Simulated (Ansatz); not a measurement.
We consider ScGeCN (model structure, started from the AlSiCN type, P3m1, No. 156, 4 atoms in the cell), described by r²SCAN (plane waves, PAW; Ansatz, an electronic-structure program).

Run with plane-wave cutoff 560 eV, 12×12×6 k mesh (along the axes of the cell as run), Fermi–Dirac smearing 0.01 eV, scalar-relativistic PAW data made under PBE.

Cell (relaxed with PBEsol):

Space group P3m1 (No. 156); a = b = 3.3787 Å, c = 5.2892 Å, α = β = 90.00°, γ = 120.00°

```json
[
 {"atom": "Sc", "site": "1b", "symmetry": "3m.", "x": "0.3333", "y": "0.6667", "z": "0.5262"},
 {"atom": "Ge", "site": "1c", "symmetry": "3m.", "x": "0.6667", "y": "0.3333", "z": "0.9992"},
 {"atom": "C", "site": "1b", "symmetry": "3m.", "x": "0.3333", "y": "0.6667", "z": "0.0927"},
 {"atom": "N", "site": "1c", "symmetry": "3m.", "x": "0.6667", "y": "0.3333", "z": "0.6319"}
]
```

Task: What does this level give for the band gap, smallest direct gap on the k points sampled and Γ–Γ gap?

Result: 
- band gap: 2.65 eV (indirect)
- smallest direct gap on the k points sampled: 2.75 eV
- Γ–Γ gap: 2.97 eV

Note: the relaxation could raise the start's symmetry but not lower it, so the cell can be a saddle point; cell and atoms aren't relaxed at this level (largest force component 0.19 eV/Å, pressure 1.6 GPa).

Spin–orbit coupling is not included.

The computed numbers hold no vibrational or temperature effects.

The result took very roughly 14 core-seconds.

A model structure was made by putting elements into a prototype or built by hand; it is no filed structure, need not be a known phase, and can be a saddle point held by its symmetry.
